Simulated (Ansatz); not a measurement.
# What tensor shear ε_xy = +1.33 % does to BaZrO3

The reference is BaZrO$_{3}$ in the cubic perovskite structure (space group Pm-3m, No. 221; a = 4.1806 Å). Axes: x, y, z lie along the cube axes.

Now apply this change: a pure shear with ε_xy = ε_yx = 0.0133, atoms relaxed at fixed cell.

Computed with PBEsol/PAW in Ansatz (an electronic-structure program), no spin-orbit coupling. k-mesh 8×8×8 (Γ-centred); smearing 0.05 eV (Fermi–Dirac).

| quantity | base | changed | shift |
|---|---|---|---|
| space group | Pm-3m (No. 221) | Cmmm (No. 65) | – |
| shortest interatomic distance | 2.090 Å | 2.090 Å | 0.000 Å |
| energy relative to the base (free energy F) | 0 meV/atom | +2.7 meV/atom | +2.7 meV/atom |
| pressure (mean of the normal stresses, compression positive) | -0.01 GPa | 0.03 GPa | +0.04 GPa |
| band gap (an upper bound: an edge found on the path is not a true extremum; the base alone) | 3.17 eV | 3.06 eV | -0.117 eV |
| stress (xx, yy, zz, yz, xz, xy; compression positive) | – | (0.03, 0.03, 0.03, 0.00, 0.00, -2.27) GPa | – |

Cost of the whole job for the changed cell (relaxation, final SCF and bands): around 50 core-seconds (rough).

The cells carry an imposed strain or load. Whether these cells are dynamically stable was not tested.
